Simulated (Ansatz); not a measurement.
# BAs: response to strain

Take BAs in the zinc blende structure (space group F-43m, No. 216; a = 4.732 Å) as the base.

Strains are applied to the cell and any free atomic positions relax.

Level of theory: LDA/PAW in Ansatz (a first-principles code), spin-orbit coupling left out.

Notes on the quantities. energy relative to the base: free energy F.

| isotropic strain (%) | energy relative to the base (meV/atom) |
|---|---|
| -3 | 54.0 |
| -2.5 | ? |
| -2 | 23.3 |
| -1 | 5.6 |
| 0 | 0.0 |
| 0.5 | 1.4 |
| 1 | 5.3 |
| 1.5 | 11.8 |
| 2 | 20.6 |

**Question.** Fit ΔE = Aε² + Bε³ (ε in %) to the rows shown and predict the withheld row.

**Answer.** Least squares on the printed values gives A = 5.49 and B = -0.17 meV/atom (largest residual 0.1 meV/atom); this predicts 37.0 meV/atom, and the run gives 36.9 meV/atom, in agreement.

Stability against distortions was not tested.
